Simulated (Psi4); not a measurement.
Psi4 1.11, TPSS/def2-svp: W(NMe)(S)(Br)(NH2) (C[N]=[W]([NH2])(=[S])[Br]), 11 atoms. The geometry is a generated start, not checked to be a minimum at this level.

| Item | Result |
|---|---|
| task | energy |
| method | tpss |
| basis | def2-svp |
| memory | 3 GB |
| maxiter | 100 |
| keys of the molecule block | symmetry c1 |
| scf_type | df (default) |
| guess | auto, which took SAD (default) |
| scf_initial_accelerator | adiis (default) |
| e_convergence | 1e-06 (default) |
| d_convergence | 1e-06 (default) |
| dft_radial_points | 75 (default) |
| dft_spherical_points | 302 (default) |
| effective core potentials | those of the basis set, past Kr |
| basis functions | 149 |
| grid points | 237034 |

```xyz
11

W     -0.6507     0.3937     0.7999
N      0.0773    -0.7000    -0.3963
C      0.7687    -1.6787    -1.1386
H      0.9273    -1.3513    -2.1736
H      1.7469    -1.8848    -0.6821
H      0.1934    -2.6142    -1.1591
S      0.1223    -0.0292     2.8015
Br    -3.0195    -0.0549     0.8932
N     -0.2072     2.2637     0.3788
H      0.1846     2.6976    -0.4603
H     -0.1430     2.9582     1.1366
```

Charge 0 and multiplicity 1 are set for this test and not shown to be the ground state.

One run each on 2 threads. Values of diis_max_vecs tried: 3, 6, 10 (default), 20.

### Question
How does the count of SCF iterations change with diis_max_vecs, and where is it least?

### Answer
Fewest SCF iterations, within one of each other: 10 (default) with 13, 20 with 13. The count rises to 15 at 6. The run ends without SCF convergence in 100 iterations at 3.

```tsv
diis_max_vecs	SCF iterations	end
3	100	no convergence
6	15	same solution
10 (default)	13	same solution
20	13	same solution
```
